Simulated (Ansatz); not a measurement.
**H on the (0001) surface of wurtzite GaN (2x2 N adatom at H3; a constructed slab, bottom: 3 H on 4 bottom sites), one in a cell of 36 Å², started at the site 'over Ga at depth 1.1 Å #2'**

Host crystal: wurtzite GaN, with a band gap (PBE, scalar-relativistic without spin-orbit coupling).

Level of theory: r2SCAN, at the PBE geometry and the start's symmetry (plane waves to 500 eV, PAW; Ansatz, an electronic-structure program).

Model: 45-atom slab, 13.4 Å thick at the start with caps and adatoms under the adsorbate (thin: gaps and levels are the slab's own), 4x4x1 mesh, Fermi-Dirac 0.01 eV, dipole correction, single point; no symmetry held, on the structure that PBE left; spin-polarised, ending with about 0.1 μB a cell, a value that depends on the mesh; orders that need a larger cell were not tried, no spin-orbit, no U, no dispersion correction. The slab shows no gap over 0.04 eV on its mesh. The program's check for a lower electronic state was not made. At the end it is bonded to N. In PBE it is, or lies within 0.03 eV of, the lowest of the starts that converged; the order may differ at this level.

```
Item                                                                                                                                                               Value
--------------------------------------------------------------------------------------  --------------------------------------------------------------------------------
adsorption energy against ½ H2(g) at the same level                                                                                                          -144 kJ/mol
change of the step from the bottom to the top vacuum level, against the clean slab                                                                              -1.81 eV
height of the binding atom over the mean of the host atoms within 0.3 Å of the top one                                                                        1.935 bohr
nearest host atoms of the binding atom                                                                                           N at 1.02 Å, Ga at 2.80 Å, Ga at 2.80 Å
caution                                                                                 the clean host was not checked against rearrangement in a larger or rattled cell
note                                                                                                     in the relaxation the adsorbate left its starting site by 1.6 Å
```

A negative adsorption energy means that the adsorbate is more stable on the surface than in its reference.
